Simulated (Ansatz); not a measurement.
**Report: zincblende BeS (F-43m), uniaxial stress along [111]**

Cell and atoms are relaxed with PBEsol to each stress (compression positive); bands and masses by PBEsol with spin-orbit coupling, rigid bands (plane waves, PAW; Ansatz, an electronic-structure program). Strains are changes of length against the unloaded cell.

```
BeS
1.0
    0.00000     2.41892     2.41892
    2.41892     0.00000     2.41892
    2.41892     2.41892     0.00000
Be S
1 1
Direct
  0.00000   0.00000   0.00000
  0.75000   0.75000   0.75000
```

| stress (GPa) | strain [111] (%) | strain [1−10] (%) | gap (eV) | mean mₑ* |
|---|---|---|---|---|
| -2.00 | 1.05 | -0.17 | 2.859 | 0.37 |
| -1.00 | 0.52 | -0.08 | 2.869 | 0.37 |
| 0 | 0 | 0 | 2.877 | 0.37 |
| 1.00 | -0.51 | 0.09 | 2.848 | 0.37 |
| 2.00 | -1.01 | 0.18 | 2.812 | 0.37 |

[111] is the direction of the load; [11−2] strains as [1−10]. Masses are conductivity masses at 300 K in electron masses, harmonic means over x, y and z.

Task: From the two loads next to zero, find the Young modulus and the ratio of transverse to axial strain.

Result: Between -1.00 and 1.00 GPa the strain along [111] changes by -1.03 % and that along [1−10] by 0.17 %. The modulus is 2.00/0.0103 = 194 GPa and the ratio of the strains 0.17 (PBEsol, atoms relaxed).

Task: How fast does the gap move on either side of zero load?

Result: Under tension, (2.859 − 2.877) eV over -2.00 GPa = 9 meV/GPa, or about -1.7 eV per unit strain; under compression, (2.812 − 2.877) eV over 2.00 GPa = -32 meV/GPa, or about 6.4 eV per unit strain. The two slopes part by 41 meV/GPa; gaps are resolved to about 0.01 eV, which allows 10 meV/GPa, so they differ, even in sign: the gap has a turning point near zero load.

Masses are those of dilute carriers in rigid bands with one relaxation time, without polarons. Third decimals of gaps are kept for the arithmetic. Every relaxation keeps the zincblende phase (space group R3m under this load), so a transition, a distortion that breaks the symmetry or fracture can't show.
